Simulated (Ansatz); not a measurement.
**How far to go with the k-point mesh: CaSiAu (P3m1, 3 atoms in the cell)**

```yaml
crystal:
  lattice:
    - [4.30595, 0.00000, 0.00000]
    - [-2.15298, 3.72906, 0.00000]
    - [0.00000, 0.00000, 3.92279]
  atoms:
    - { symbol: Ca, position: [0.00000, 0.00000, 0.01275] }
    - { symbol: Si, position: [0.66667, 0.33333, 0.50000] }
    - { symbol: Au, position: [0.33333, 0.66667, 0.50000] }
```

Computed with LDA (PW92), default PAW files made with PBE (plane waves; Ansatz, a program for electronic structure).

Base settings: basis.ecutwfc = 420 eV; kpoints.mp_grid.grid = 9 9 9; hamiltonian.xc = lda; hamiltonian.pseudopotentials = {kind: paw} (the program's default PAW files); scf.occupations.method = fermi_dirac; scf.occupations.width = 0.1 eV.

The second cell is the first with its lattice scaled by 0.98.

Only quantities that move along the ladder and can be compared are tabulated.

The count of work is k-points × plane waves × bands × iterations; it is no time. Core times come from one kind of shared machine, to one figure; runs under 30 s give none.

The starting cell comes from a database of computed structures (which also holds hypothetical and non-ambient phases and stackings), without a prior relaxation at this level. Its lattice was rescaled by up to half a per cent. One atom was moved a little off its site on purpose. In the base run, with a pressure of about -3 GPa the cell is away from its equilibrium volume at this level. Ansatz's pressure includes its estimate of the finite-basis (Pulay) stress.

| kpoints.mp_grid.grid | free energy less the last step's (meV/atom) | energy of the compressed cell less the first (meV/atom) | pressure (GPa) | largest difference of a force vector from the last step's (eV/Å) | count of work / last | core time / last (rough) |
|---|---|---|---|---|---|---|
| 2 2 2 | 142.01 | -35.00 | -6.91 | 0.104 | 0.0029 | – |
| 3 3 2 | 18.98 | -13.66 | -4.33 | 0.065 | 0.0038 | – |
| 3 3 3 | -27.20 | -14.24 | -4.36 | 0.029 | 0.0044 | – |
| 4 4 3 | -27.74 | -8.79 | -3.66 | 0.005 | 0.0057 | – |
| 4 4 4 | 0.21 | -8.77 | -3.63 | 0.017 | 0.0082 | – |
| 5 5 5 | -2.65 | -7.11 | -3.41 | 0.012 | 0.012 | – |
| 6 6 6 | -7.71 | -7.08 | -3.40 | 0.004 | 0.021 | – |
| 7 7 7 | 0.80 | -6.39 | -3.30 | 0.005 | 0.028 | – |
| 8 8 7 | 2.56 | -6.87 | -3.36 | 0.002 | 0.035 | – |
| 9 9 8 | -0.19 | -7.38 | -3.43 | 0.001 | 0.051 | – |
| 9 9 9 | 0.84 | -7.34 | -3.42 | 0.000 | 0.056 | – |
| 10 10 10 | -0.63 | -7.30 | -3.42 | 0.001 | 0.073 | – |
| 11 11 11 | -0.06 | -7.14 | -3.40 | 0.001 | 0.092 | – |
| 13 13 12 | 0.24 | -7.19 | -3.40 | 0.001 | 0.14 | – |
| 14 14 13 | 0.00 | -7.30 | -3.41 | 0.000 | 0.17 | – |
| 16 16 15 | -0.05 | -7.25 | -3.41 | 0.000 | 0.24 | 0.2 |
| 17 17 16 | -0.10 | -7.20 | -3.41 | 0.000 | 0.29 | 0.2 |
| 19 19 18 | 0.02 | -7.20 | -3.40 | 0.000 | 0.40 | 0.3 |
| 21 21 20 | -0.01 | -7.23 | -3.41 | 0.000 | 0.54 | 0.4 |
| 23 23 22 | -0.01 | -7.21 | -3.41 | 0.000 | 0.70 | 0.7 |
| 26 26 25 | 0.00 | -7.22 | -3.41 | 0.000 | 1.0 | 1 |

Coarsest kpoints.mp_grid.grid that holds the energy of the compressed cell less the first within 0.5 meV/atom of the last step, with all finer ones: 8 8 7, at 0.035 of the last step's count of work; the step before is off by 0.83 meV/atom.

Coarsest kpoints.mp_grid.grid that holds the forces within 0.02 eV/Å of the last step, with all finer ones: 4 4 3, at 0.0057 of the last step's count of work; the step before is off by 0.029 eV/Å.

Coarsest kpoints.mp_grid.grid that holds the pressure within 0.1 GPa of the last step, with all finer ones: 8 8 7, at 0.035 of the last step's count of work; the step before is off by 0.11 GPa.

The energy difference between the two cells stays within 1 meV/atom of the last step's from 5 5 5 on, the total only from 9 9 8 on: much of the error is common to both cells and cancels.

Two neighbours can agree and both be off: 3 3 3 and 4 4 3 differ by 0.53 meV/atom in the free energy, yet lie about 28 meV/atom from the last step.

Keys are those of Ansatz 0.2.
